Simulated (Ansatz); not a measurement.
# A computed series for hypothetical zinc blende TlBr: element substitutions

Consider TlBr in the zinc blende structure (space group F-43m, No. 216; a = 7.504 Å; a hypothetical phase, not in the database extracts checked).

Each row replaces one element on all its sites; cell and atoms are relaxed.

All numbers come from PBE (Ansatz, a first-principles code), spin-orbit coupling left out, earlier PAW set.

| variant | density | shortest interatomic distance | band gap |
|---|---|---|---|
| base | 4.47 g/cm³ | 3.249 Å | 2.96 eV |
| Tl → Ti | (withheld) | 2.591 Å | zero |
| Tl → Bi | 5.18 g/cm³ | 3.109 Å | zero |
| Tl → B | 2.69 g/cm³ | 2.631 Å | (withheld) |

Question: Complete the table.

Answer: 
- Tl → Ti, density: 3.96 g/cm³
- Tl → B, band gap: 0.82 eV

Other magnetic orders, which the real material may have, were not ruled out. With Bi and Tl present, leaving out spin-orbit coupling can change the band edges. No phonon test of stability was made. As relaxed here, TiBr, BiBr and BBr are hypothetical phases, not in the database extracts checked. No Hubbard U is applied, and correlation can decide whether such a compound is a metal. Spin-polarised in the final run: TiBr; the other runs are not.
